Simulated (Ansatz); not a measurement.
**A computed series for ZnO: response to strain**

Consider ZnO in the wurtzite structure (space group P6_3mc, No. 186).

```yaml
crystal:
  lattice:
    - [3.22996, 0.00000, 0.00000]
    - [-1.61498, 2.79723, 0.00000]
    - [0.00000, 0.00000, 5.21438]
  atoms:
    - { symbol: Zn, position: [0.33333, 0.66667, 0.00154] }
    - { symbol: Zn, position: [0.66667, 0.33333, 0.50154] }
    - { symbol: O, position: [0.33333, 0.66667, 0.38046] }
    - { symbol: O, position: [0.66667, 0.33333, 0.88046] }
```

Cartesian axes are those of the cell as printed.

Strains are applied to the cell and any free atomic positions relax.

Calculations: Kohn–Sham DFT with the PBEsol functional, run in Ansatz (a quantum-chemistry and plane-wave program) with PAW and 420 eV plane waves, no SOC.

```csv
case,electron mass,shortest interatomic distance,band gap
base,0.13 mₑ (at Γ),3.720 bohr,0.70 eV
uniaxial strain ε_xx = +0.60 %,0.13 mₑ (at Γ),3.728 bohr,?
uniaxial strain ε_xx = +1.20 %,0.13 mₑ (at Γ),?,0.68 eV
uniaxial strain ε_xx = +1.80 %,"0.13 mₑ along x, 0.13 mₑ along y, 0.13 mₑ along z (at Γ)",3.743 bohr,0.67 eV
uniaxial strain ε_xx = +2.40 %,"0.13 mₑ along x, 0.12 mₑ along y, 0.13 mₑ along z (at Γ)",?,0.66 eV
uniaxial strain ε_xx = +3.00 %,"0.13 mₑ along x, 0.12 mₑ along y, 0.13 mₑ along z (at Γ)",?,0.65 eV
```

Problem. Fill in the withheld entries from the trend.

Solution. 
- uniaxial strain ε_xx = +0.60 %, band gap: 0.69 eV
- uniaxial strain ε_xx = +1.20 %, shortest interatomic distance: 3.736 bohr
- uniaxial strain ε_xx = +2.40 %, shortest interatomic distance: 3.751 bohr
- uniaxial strain ε_xx = +3.00 %, shortest interatomic distance: 3.758 bohr

Masses are band curvatures over ±0.01 Å⁻¹ around the edge. Whether these cells are dynamically stable was not tested.
